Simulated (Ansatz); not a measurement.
The starting structures come from a database of crystals and need not be the phases stable at ambient conditions.

Inside the gap of an insulator the Bloch states are evanescent, with a wavenumber k + iκ along the transport direction.

Given:

```
Ba2H3I
1.0
    7.70877     0.00000     0.00000
    0.00000     7.99788     0.00000
    3.85439     0.00000     2.22533
Ba H I
2 3 1
Direct
  0.33333   0.68457   0.00000
  0.66667   0.31543   0.00000
  0.33333   0.35630   0.00000
  0.66667   0.64370   0.00000
  0.00000   0.50000   0.00000
  0.00000   0.00000   0.00000
```

Space group of this cell: P-3m1. The cell was relaxed by PBE-D3(BJ); by r2SCAN its mean pressure is 1.3 GPa.

Transport runs along the normal of the first two printed cell vectors, the (110) plane of the conventional cell.

No gap correction and no spin-orbit coupling; mid-gap values are interpolated between computed energies.

Question: Give the band gap and the smallest decay constant κ at mid-gap that Ansatz (an electronic-structure program) with r2SCAN yields.

Answer: Gap 2.70 eV on a 14×4×14 mesh; κ = 0.212 1/Å, at (0.000, 0.500) of the in-plane reciprocal vectors. At the zone centre, at the nearest computed energy, the slowest state has κ = 0.25 1/Å.
